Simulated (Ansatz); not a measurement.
Band structure of Rb₂BiAuI₆ (Fm-3m, 10 atoms in the cell).

```xyz
10
Lattice="0.0000 6.1764 6.1764 6.1764 0.0000 6.1764 6.1764 6.1764 0.0000" Properties=species:S:1:pos:R:3 pbc="T T T"
Rb     9.2646     9.2646     9.2646
Rb     3.0882     3.0882     3.0882
Bi     0.0000     0.0000     0.0000
Au     6.1764     6.1764     6.1764
I      3.1542     6.1764     6.1764
I      9.1987     6.1764     6.1764
I      6.1764     3.1542     6.1764
I      6.1764     9.1987     6.1764
I      6.1764     6.1764     3.1542
I      6.1764     6.1764     9.1987
```

Computed with PBEsol, default PAW files made with PBE (plane waves; Ansatz, a first-principles code).

Settings: basis.ecutwfc = 420 eV; kpoints.mp_grid.grid = 2 2 2; hamiltonian.xc = pbesol; hamiltonian.pseudopotentials = {kind: paw} (the program's default PAW files); scf.occupations.method = fermi_dirac; scf.occupations.width = 0.05 eV; kpoints.band_path.npoints = 6.

The starting cell comes from a database of computed structures (which also holds hypothetical and non-ambient phases and stackings), without a prior relaxation at this level. Its lattice was rescaled by a random factor within 2.5 % of one. Spin-orbit coupling is off. The run gives no clean gap (levels at the Fermi energy touch, overlap or are partly filled at this smearing), which alone does not show that the compound is a metal.

Levels in eV from the Fermi level, bands 74 to 81:
| point | 74 | 75 | 76 | 77 | 78 | 79 | 80 | 81 |
|---|---|---|---|---|---|---|---|---|
| Γ | -0.67 | -0.67 | -0.21 | -0.21 | 1.53 | 1.53 | 1.53 | 2.62 |
| X | -1.20 | -0.68 | -0.22 | 0.04 | 1.89 | 1.89 | 2.12 | 2.42 |
| W | -0.95 | -0.95 | -0.95 | -0.01 | 1.52 | 2.03 | 2.03 | 3.64 |
| K | -1.11 | -0.87 | -0.60 | -0.20 | 1.21 | 2.07 | 2.47 | 3.37 |
| L | -1.01 | -0.97 | -0.81 | -0.81 | -0.01 | 2.93 | 2.93 | 3.91 |
| U | -1.11 | -0.87 | -0.60 | -0.20 | 1.21 | 2.07 | 2.47 | 3.37 |

Bands cross the Fermi level along this path, so the cell is metallic at this level.

Keys are those of Ansatz 0.2.
